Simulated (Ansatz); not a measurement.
**ZrS (Fm-3m, No. 225, 2 atoms in the cell; start mp-1925)**

Computed with r²SCAN in Ansatz (PAW).

Numerical settings: plane-wave cutoff 560 eV, 18×18×18 k mesh, Fermi–Dirac smearing 0.05 eV, scalar-relativistic PAW data made under PBE.

Cell (relaxed at this level):

```
CELL_PARAMETERS angstrom
      0.00000     2.61215     2.61215
      2.61215     0.00000     2.61215
      2.61215     2.61215     0.00000
ATOMIC_POSITIONS crystal
  Zr 0.00000 0.00000 0.00000
  S  0.50000 0.50000 0.50000
```

* **band gap**: none
* **bulk modulus B0**: 140 GPa

Note: the relaxation could not lower the start's symmetry, so the cell can be a saddle point above a distorted one; the bulk modulus is −V dP/dV from two relaxed cells at ±2 % in volume.

Spin–orbit coupling is not included.

Static lattice: no zero-point or thermal effects.

The result took roughly 60 core-seconds.

A start named mp-… is a Materials Project structure, which need not be a measured phase.

Ansatz is a program for electronic structure.
